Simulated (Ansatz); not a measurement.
Take BaS in the rock salt structure (space group Fm-3m, No. 225; a = 6.331 Å) as the base.

Method: Ansatz (a first-principles code) PBEsol, spin-orbit coupling left out.

For the base:

| Property | Result |
|---|---|
| Valley order | X along ⟨100⟩ 2.04 eV; Γ 3.63 eV |

One thing is altered: every lattice vector is stretched by 1.50 %; the atoms relax in the strained cell.

Problem. What does the calculation give for the valley order after the change?

Solution. The valley order (the lowest conduction-band minima on the path, energy above the VBM, named in the base's zone) becomes X along ⟨100⟩ 2.11 eV; Γ 3.41 eV (base: X along ⟨100⟩ 2.04 eV; Γ 3.63 eV).

The levels and masses belong to the bands next to the band gap. Stability against distortions was not tested.
